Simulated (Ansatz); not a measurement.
Bi2S3 (model structure, started from the A-La2O3 type, P-3m1, No. 164, 5 atoms in the cell) was calculated with HSE06 in Ansatz (plane waves, PAW).

Run with plane-wave cutoff 460 eV, 6×6×4 k mesh (along the axes of the cell as run), Fermi–Dirac smearing 0.01 eV, scalar-relativistic PAW data made under PBE.

Cell (relaxed with PBEsol):

```xyz
5
Lattice="3.9957 0.0000 0.0000 -1.9979 3.4604 0.0000 0.0000 0.0000 9.5570" Properties=species:S:1:pos:R:3 pbc="T T T"
Bi     0.0000     2.3069     1.8483
Bi     1.9979     1.1535     7.7087
S      0.0000     0.0000     0.0000
S      0.0000     2.3069     6.2701
S      1.9979     1.1535     3.2870
```

**Question.** What does this level give for the band gap?

**Answer.** 
* **band gap**: 1.40 eV (on the SCF k mesh)

Note: the relaxation could raise the start's symmetry but not lower it, so the cell can be a saddle point; cell and atoms aren't relaxed at this level (largest force component 0.19 eV/Å, pressure 0.8 GPa).

Spin–orbit coupling is not included; with these elements it can move the gap by several tenths of an eV or more.

Static lattice: no zero-point or thermal effects.

Computing time: very roughly 6 core-minutes.

A model structure was made by putting elements into a prototype or built by hand; it is no filed structure, need not be a known phase, and can be a saddle point held by its symmetry.

Ansatz is a first-principles code.
